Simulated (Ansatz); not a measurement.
1T (CdI2-type) MgI2

The numbers are results of G0W0@PBEsol+SOC (Ansatz, an electronic-structure program, hard PAW, contour deformation, complete-basis limit, spin–orbit shift from PBEsol), not measurements.

Numerical settings: largest k mesh 6×6×2 (not extrapolated in the mesh).

Cell (measured lattice):

```
CELL_PARAMETERS angstrom
      4.14000     0.00000     0.00000
     -2.07000     3.58534     0.00000
      0.00000     0.00000     6.88000
ATOMIC_POSITIONS crystal
  Mg 0.00000 0.00000 0.00000
  I  0.33333 0.66667 0.25000
  I  0.66667 0.33333 0.75000
```

For 1T (CdI2-type) MgI2, the band gap is 4.81 eV.

Note: spin–orbit coupling enters as the shift of the gap found with a semilocal functional; cell and atoms aren't relaxed at this level.

The computed numbers hold no vibrational or temperature effects.

Computing time: very roughly 2.2 core-hours.
